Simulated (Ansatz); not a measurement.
# Al: energy against strain

Al (fcc, Fm-3m, 15.924 Å³/atom at rest, cube axes along x, y and z) under a strain ε along a cube axis (axis z), the other axes held. r2SCAN in Ansatz, a plane-wave DFT program (PAW, default set), 500 eV, 28×28×28 Γ-centred mesh, Fermi-Dirac smearing 0.10 eV; ions are relaxed within the symmetry of each cell.

Here s stands for strain and y for E less E0.

```csv
strain (%),E less E0 (meV/atom)
-3.00,?
-1.50,1.35
-1.00,0.56
-0.50,0.12
0.00,0.00
0.50,0.18
1.00,0.66
1.50,1.43
```

**Question.** Fit y against s with a parabola, and predict the withheld value at s = -3.00.

**Answer.** Least squares gives y = -0.005 + 0.0357·s + 0.6190·s². Residuals (row less fit): 0.016, -0.018, -0.012, 0.005, 0.012, 0.010, -0.011; standard error 0.017 (degrees of freedom: 4). Twice the quadratic coefficient over the volume, 2 × 0.6190 meV × 10⁴ × 0.1602 / 15.924 Å³, is the elastic constant C11 = 125 ± 1.5 GPa. At the withheld row, y = -0.005 + 0.0357 × (-3.0) + 0.6190 × (-3.0)² = 5.459 meV/atom. The calculation gives 6.22 meV/atom, 0.761 meV/atom above the prediction (12.2 % of the range of y in the table). The row lies outside the fitted rows, so this is an extrapolation. From the scatter of the fitted rows alone, a prediction at this place has a standard error of 0.065 meV/atom, so the miss is 11.7 times that.

One order more, fitted to all 13 runs of the series, follows each within 0.05, so the miss is the next term of a smooth law. In a metal these values are sensitive to mesh and smearing; energies are taken to zero smearing, stresses follow the free energy. Rows are the converged runs of the series near zero and its far end; series whose fitted rows scatter by over a few per cent of the range, as at a crossing or softening among them, aren't shown in this form. Most that stay on the fit to the last digits aren't either.
